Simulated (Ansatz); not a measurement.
Ansatz (a program for electronic structure) run on LuPt3 (Pm-3m, 4 atoms in the cell): relaxation of cell and atoms.

Method of the run: PBEsol, default PAW files made with PBE (plane waves; Ansatz).

The change in words: atoms on their sites; basis.ecutwfc: 420 eV → 210 eV; relax: default → cell and atoms. Reference geometry:
```
CELL_PARAMETERS angstrom
      4.02556     0.00000     0.00000
      0.00000     4.02556     0.00000
      0.00000     0.00000     4.02556
ATOMIC_POSITIONS crystal
  Lu 0.00000 0.00000 0.01242
  Pt 0.00000 0.50000 0.50000
  Pt 0.50000 0.00000 0.50000
  Pt 0.50000 0.50000 0.00000
```

Reference input (self-consistent single point, DFT, PBEsol, plane waves, default PAW files made with PBE): basis.ecutwfc = 420 eV; kpoints.mp_grid.grid = 7 7 7; hamiltonian.xc = pbesol; hamiltonian.pseudopotentials = {kind: paw} (the program's default PAW files); scf.occupations.method = fermi_dirac; scf.occupations.width = 0.1 eV. This run's input differs from it in these lines:

Ansatz 0.2 input:
```diff
@@ -7,3 +7,3 @@
   atoms:
-    - { symbol: Lu, position_ang: [0.00000000, 0.00000000, 0.05000149] }
+    - { symbol: Lu, position_ang: [0.00000000, 0.00000000, 0.00000000] }
     - { symbol: Pt, position_ang: [0.00000000, 2.01278050, 2.01278050] }
@@ -12,3 +12,3 @@
 basis:
-  ecutwfc: 420.0
+  ecutwfc: 210.0
 kpoints:
@@ -20,2 +20,4 @@
   occupations: { method: fermi_dirac, width: 0.1 }
+relax:
+  cell: {}
 output:
```

The program printed (abridged):

```
   [... SCF lines of the steps left out ...]
relax step   1: F+E_penalty+E_count = -51739.11106508 eV  Δ(F+E_penalty+E_count) = +0.000e0 eV  max|allowed force component| = 4.865e-29 eV/Å  Δτ_max = 0.0000 Å  P = +14.281 GPa  Ω = 65.235 Å³  (9 SCF iters, dr2 threshold 1.00e-7 eV, accepted)
relax step   2: F+E_penalty+E_count = -51711.71042566 eV  Δ(F+E_penalty+E_count) = +2.740e1 eV  max|allowed force component| = 1.670e-29 eV/Å  Δτ_max = 0.0000 Å  P = -209.789 GPa  Ω = 75.248 Å³  energy of the carried Pulay correction = -2.111e1 eV  [...]
   [... lines left out ...]
relax step 120: F+E_penalty+E_count = -51739.54689011 eV  Δ(F+E_penalty+E_count) = +6.443e-2 eV  max|allowed force component| = 1.354e-28 eV/Å  Δτ_max = 0.0000 Å  P = -0.003 GPa  Ω = 71.104 Å³  energy of the carried Pulay correction = -6.449e-2 eV  [...]
relax step 121: F+E_penalty+E_count = -51739.85316621 eV  Δ(F+E_penalty+E_count) = -3.063e-1 eV  max|allowed force component| = 2.267e-28 eV/Å  Δτ_max = 0.0000 Å  P = -0.441 GPa  Ω = 71.104 Å³  stress off target by 4.41e-1 GPa  SCF on the basis [...]
basis re-selected at this cell: Δ(F+E_penalty+E_count) = -3.063e-1 eV, ΔP = -0.438 GPa vs the last step
   [... lines left out ...]
Free energy (F): -51739.853166 eV
Fermi energy:    19.799930 eV
Error: variable-cell relaxation did not converge after 121 `relax_step` rows, as none of its last 55 fresh-basis SCF(s) at a relaxed cell met both thresholds with a finite energy. The last misses `relax.cell.stress_tol`: largest allowed force component 2.27e-28 eV/Å (`relax.f_tol` 1.00e-2 eV/Å), stress off the target on the free part of the cell 4.41e-1 GPa (`relax.cell.stress_tol` 5.00e-2 GPa), F+E_penalty+E_count -51739.85316621 eV. The closest is row 28, whose structure comes with this error. Larger ratio of force or stress to its threshold at each such SCF whose figures are numbers: 249.293, 223.972, 211.875, 179.103, 70.007, 57.800, 27.454, 12.204, 4.407, 7.082, 8.766, [...]
   [... lines left out ...]
to start a new deck from the relaxed geometry:
  cell:  # Å, volume = 71.1523 Å³
    - [4.143776632137644, 3.9144526119670563e-32, 1.4801574093426067e-32]
    - [3.949761327614156e-32, 4.143776632137644, 1.2679038800549302e-33]
    - [1.4801574093426067e-32, 1.2679038800549302e-33, 4.143776632137644]
  atoms:
    - { symbol: Lu, position: [-8.761285787774818e-47, 5.341686044320715e-47, -6.628860639687358e-48] }
    - { symbol: Pt, position: [2.4290085685317874e-47, 0.49999999999999994, 0.49999999999999994] }
    - { symbol: Pt, position: [0.49999999999999994, 4.766074031036403e-47, 0.49999999999999994] }
    - { symbol: Pt, position: [0.49999999999999994, 0.49999999999999994, 7.526505423619623e-48] }
```

The relaxation ended unconverged.  The full log also holds: “iter 4 did not close the SCF: its close was put off for the readings that it lacked (scf_convergence_deferred on its scf_iter line)”. The full log also holds: “iter 5 did not close the SCF: its close was put off for the readings that it lacked (scf_convergence_deferred on its scf_iter line)”.

The starting cell comes from a database of computed structures (which also holds hypothetical and non-ambient phases and stackings), without a prior relaxation at this level. Its lattice was rescaled by up to half a per cent. The cutoff lies below the one recommended for these files.

Cost on one core of a shared machine: roughly 4 min.
